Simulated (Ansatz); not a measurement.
**Effect of x(Sc) = 0.5, 10 atoms, P4/mmm (arrangement B) on BaTiO3**

Start from BaTiO3 in the cubic perovskite structure (space group Pm-3m, No. 221; a = 3.994 Å).

The other end (x = 1) is BaScO₃ in the cubic perovskite structure (space group Pm-3m, No. 221; a model cell, its experimental status unchecked): 14.56 Å³/atom, gap zero; this end may not be an ambient phase.

Now apply this change: Sc replaces 50.0 % of the Ti, ordered in a cell of 10 atoms (starting symmetry P4/mmm) and fully relaxed.

Computed with Ansatz (a first-principles code), r2SCAN, PAW, cutoff 500 eV, no SOC. k-mesh 8×8×11 (Γ-centred); smearing 0.05 eV (Fermi–Dirac), for the changed cell.

| quantity | base | changed | shift |
|---|---|---|---|
| volume per atom | 12.74 Å³ | 13.65 Å³ | +0.91 Å³ |
| density | 6.08 g/cm³ | 5.64 g/cm³ | -0.44 g/cm³ |
| band gap | 2.17 eV | zero | – |
| mixing energy (to 0.01 eV only: unlike meshes or grids) (against an end that may be hypothetical) | – | -0.03 eV/atom | – |
| deviation of the volume from the linear (Vegard-type) interpolation | – | 0.0 % | – |

Cost of the whole job for the changed cell (relaxation, final SCF and bands): about 12 core-minutes (a rough figure).

Each cell is one ordered arrangement of few atoms, which overstates ordering effects compared with a random alloy. Whether these cells are dynamically stable was not tested. No Hubbard U is applied, and correlation can decide whether such a compound is a metal. The final runs are not spin-polarised. An odd electron count without spin: Ba2ScTiO6 and BaScO3. Many cubic perovskites are stable only at high temperature; tilts and polar distortions were not tested. This is not the structure that BaTiO3 has at room temperature and ambient pressure.
